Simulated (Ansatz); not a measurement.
## monolayer HfS₂: band-edge transport data

Data:

```xyz
3
Lattice="3.6157 0.0000 0.0000 -1.8078 3.1313 0.0000 0.0000 0.0000 18.9379" Properties=species:S:1:pos:R:3 pbc="T T T"
Hf     0.0000     0.0000     9.4690
S      0.0000     2.0875    10.9316
S      1.8078     1.0438     8.0063
```

Method: PBE, rigid bands (plane waves, PAW, scalar-relativistic; Ansatz, an electronic-structure program). Condition of this run: biaxial strain -1 %. Geometry: cell and atoms relaxed with PBE, then loaded as said.

| Quantity | Value |
|---|---|
| band gap | 1.19 eV |
| electron conductivity mass (300 K, dilute) | 0.42 mₑ |
| hole conductivity mass (300 K, dilute) | 0.33 mₑ |
| effective density of states N_c (300 K) | 2.4e13 cm⁻² |
| effective density of states N_v (300 K) | 7.2e12 cm⁻² |
| Seebeck coefficient, n-type 1.9e12 cm⁻², 300 K | -386 μV/K |
| Seebeck coefficient, p-type 1.9e12 cm⁻², 300 K | 282 μV/K |

Rigid bands; masses and Seebeck coefficients take one relaxation time τ for all states and one kind of carrier; polarons and phonon drag are left out. Spin-orbit coupling is left out; with 5d elements it also splits d-like band edges.

Model free-standing layer, not matched to a measured one here: monolayer HfS2.
